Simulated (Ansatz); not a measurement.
I on the 1x1 (0001) surface of hcp Ti, one in a 2x2 cell, energies for each (29.9 Å²). Energies are against ½ I2(g), without zero-point or thermal terms; each row is named by its start.

All values below come from PBE (plane waves to 420 eV, PAW; Ansatz, a first-principles code).

Model: 17-atom slab, 6.8 Å thick at the start under the adsorbate (thin: gaps and levels are the slab's own), 6x6x1 mesh, Fermi-Dirac 0.1 eV, dipole correction, 8 atoms held, the rest relaxed; each run with such symmetry as its start has; no spin, no spin-orbit, no U, no dispersion correction.

A negative adsorption energy means that the adsorbate is more stable on the surface than in its reference. Starts that drift may end in the same place. Heights count from the host atoms within 0.3 Å of the top one.

```json
[
 {"starting site": "top Ti", "E_ads (eV)": "-2.02", "height (Å)": "2.82", "nearest host atom (Å)": "Ti 2.61", "bonded to": "Ti", "Δ work function (eV)": "[?]", "lateral drift (Å)": "0.0"},
 {"starting site": "hollow Ti-Ti-Ti", "E_ads (eV)": "-2.77", "height (Å)": "2.24", "nearest host atom (Å)": "Ti 2.88", "bonded to": "3 Ti", "Δ work function (eV)": "-0.47", "lateral drift (Å)": "0.0"},
 {"starting site": "hollow Ti-Ti-Ti over Ti at depth 2.2 Å", "E_ads (eV)": "-2.69", "height (Å)": "2.33", "nearest host atom (Å)": "Ti 2.88", "bonded to": "3 Ti", "Δ work function (eV)": "-0.40", "lateral drift (Å)": "0.0"},
 {"starting site": "bridge Ti-Ti (span 2.9 Å)", "E_ads (eV)": "-2.77", "height (Å)": "2.23", "nearest host atom (Å)": "Ti 2.88", "bonded to": "3 Ti", "Δ work function (eV)": "-0.47", "lateral drift (Å)": "0.8"}
]
```

### Question
Complete the blanks.

### Answer

- top Ti, Δ work function (eV): 0.06
